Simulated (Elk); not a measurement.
Band structure of BiSbPd₂ (P-6m2, 4 atoms in the cell).

```yaml
crystal:
  lattice:
    - [4.13436, 0.00000, 0.00000]
    - [-2.06718, 3.58046, 0.00000]
    - [0.00000, 0.00000, 5.61679]
  atoms:
    - { symbol: Sb, position: [0.66667, 0.33333, 0.00000] }
    - { symbol: Bi, position: [0.00000, 0.00000, 0.50000] }
    - { symbol: Pd, position: [0.33333, 0.66667, 0.75651] }
    - { symbol: Pd, position: [0.33333, 0.66667, 0.24349] }
```

Computed with PBEsol, all-electron FP-LAPW, Elk's shipped species files, APW+lo basis with extra local orbitals (Elk 10.2.4).

Settings: xctype = 22; rgkmax = 8; swidth = 0.00367493 Ha; ngridk = 6 6 4; gmaxvr = 18 1/bohr; lmaxapw = 10; lmaxo = 8; nxlo = 2; lorbcnd = true; lradstp = 2; nrmtscf = 2; rmtscf = 0.92; lmaxi = 4; maxscl = 100.

The starting cell comes from a database of computed structures (which also holds hypothetical and non-ambient phases and stackings), without a prior relaxation at this level. Its lattice was rescaled by a random factor within 2.5 % of one. Spin-orbit coupling is off. Spin polarisation is off. Values depend on the basis (sphere radii, cutoffs, local orbitals), which need not be converged.

Levels in eV from the Fermi level, bands 30 to 37:
```json
[
 {"point": "Γ", "30": "-2.21", "31": "0.01", "32": "0.80", "33": "0.80", "34": "2.97", "35": "3.03", "36": "3.29", "37": "3.29"},
 {"point": "M", "30": "-2.31", "31": "-2.18", "32": "-2.17", "33": "-2.16", "34": "-0.96", "35": "1.71", "36": "4.21", "37": "4.48"},
 {"point": "K", "30": "-2.24", "31": "-2.11", "32": "-1.63", "33": "-0.35", "34": "-0.30", "35": "0.26", "36": "0.70", "37": "3.57"},
 {"point": "A", "30": "-3.02", "31": "-0.75", "32": "-0.46", "33": "2.28", "34": "2.28", "35": "2.65", "36": "2.65", "37": "5.17"},
 {"point": "L", "30": "-2.87", "31": "-2.68", "32": "-2.48", "33": "0.52", "34": "0.74", "35": "1.52", "36": "2.04", "37": "4.69"},
 {"point": "H", "30": "-2.93", "31": "-2.20", "32": "-2.10", "33": "-1.74", "34": "-1.58", "35": "3.91", "36": "4.19", "37": "6.08"}
]
```

Bands cross the Fermi level along this path, so the cell is metallic at this level.
